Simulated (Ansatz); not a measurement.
The parent structure is MgO in the rock salt structure (space group Fm-3m, No. 225; a = 4.215 Å).

Modification: every Mg is replaced by Sr, then cell and atoms are relaxed.

Levels (all Ansatz, a quantum-chemistry and plane-wave program, PAW, earlier PAW set): PBEsol (420 eV, spin-orbit coupling left out); r2SCAN (500 eV, no spin-orbit coupling); HSE06 (420 eV, spin-orbit coupling left out); PBEsol+SOC (420 eV, noncollinear with spin-orbit coupling); HSE06+SOC (420 eV, spin-orbit coupling included).

One geometry, relaxed with PBEsol, under each level:

The valence-band top lists the three highest levels at Γ (Kramers pairs under SOC), from the VBM.

| level | band gap | lowest conduction level above the VBM at special points | valence-band top at Γ | electron mass | pressure |
|---|---|---|---|---|---|
| PBEsol | 3.20 eV | X 3.20 eV; Γ 3.93 eV; K 4.74 eV; U 4.74 eV | 0.00, 0.00, 0.00 eV | 1.2 mₑ along k, 0.39 mₑ across (at X) | 0.00 GPa |
| r2SCAN | ___ | ___ | – | ___ | ___ |
| HSE06 | 4.79 eV | X 4.79 eV; Γ 5.58 eV; K 6.38 eV | – | – | – |
| PBEsol+SOC | 3.18 eV | X 3.18 eV; Γ 3.91 eV; K 4.72 eV; U 4.72 eV | 0.00, 0.00, -0.06 eV | 1.2 mₑ along k, 0.39 mₑ across (at X) | 0.00 GPa |
| HSE06+SOC | 4.77 eV | X 4.77 eV; Γ 5.56 eV; K 6.36 eV | 0.00, 0.00, -0.08 eV | – | – |

Task: Give the withheld r2SCAN results.

Result: 
- r2SCAN, band gap: 3.79 eV
- r2SCAN, lowest conduction level above the VBM at special points: X 3.79 eV; Γ 4.75 eV; K 5.34 eV; U 5.34 eV
- r2SCAN, electron mass: 1.2 mₑ along k, 0.40 mₑ across (at X)
- r2SCAN, pressure: 2.15 GPa

Single points use the geometry relaxed with PBEsol. Their cutoffs differ, which shifts pressures a little. HSE06 gaps are upper bounds (no full band path). The spin-orbit shifts are approximate. Masses are band curvatures over ±0.01 Å⁻¹ around the edge. Along k means along the line from Γ to the band edge. Stability against distortions was not tested.
